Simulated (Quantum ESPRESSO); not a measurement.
Quantum ESPRESSO 7.5, DFT, PBE, plane waves, PseudoDojo 0.5 standard norm-conserving PBE (local tails restored to the Coulomb form): α-quartz SiO2 (Si3O6), 9 atoms. Basis and mesh were picked for this test and aren't claimed converged.

- cell = 4.92, 4.92, 5.41 Å; 90, 90, 120°
- task = scf
- k mesh = 4×4×3
- ecutwfc = 84 Ry
- ecutrho = 336 Ry
- occupations = fixed
- conv_thr = 9e-09 Ry
- tprnfor = true
- tstress = false
- diagonalization = david (default)
- mixing_mode = plain (default)
- mixing_beta = 0.7 (default)
- mixing_ndim = 8 (default)
- k-points computed = 9
- bands = 24
- electrons = 48
- G-vectors of the density = 79391
- FFT grid = 60×60×60
- symmetry operations = 6

Machine A. Hardware: AMD EPYC (Zen 5), 96 cores on 1 socket, no SMT, 12 L3 cache groups; 94 cores' worth of CPU time may be used.

Machine B. Hardware: Intel Xeon 6 (Granite Rapids), 96 cores on 1 socket, 2 hardware threads a core, 3 L3 cache groups, 3 NUMA nodes.

Each time is the median wall time of two to five repeats, run one at a time on the otherwise empty machine; start-up is included. Unless noted, each process is bound to its own block of adjacent cores. The times hold for this build (conda-forge: Open MPI 5.0, OpenMP, OpenBLAS 0.3.34 (pthreads), FFTW, ScaLAPACK, ELPA). Scratch files lie in a memory file system.

All on 16 ranks. On machine A:

```
run     wall time on A
------  --------------
-nk 2            2.6 s
-nk 1            2.7 s
-nk 8            3.7 s
-nk 4            2.9 s
-nk 16           4.7 s
```

Question: How long do the same runs take on the second machine?

Answer: 
| run | A | B | B over A |
|---|---|---|---|
| -nk 2 | 2.6 s | 3.2 s | 1.2 |
| -nk 1 | 2.7 s | 3.4 s | 1.3 |
| -nk 8 | 3.7 s | 4.7 s | 1.3 |
| -nk 4 | 2.9 s | 3.6 s | 1.2 |
| -nk 16 | 4.7 s | 5.5 s | 1.2 |

B takes 1.2 to 1.3 times the time of A. The shortest run is -nk 2 on both, with others too close to call.
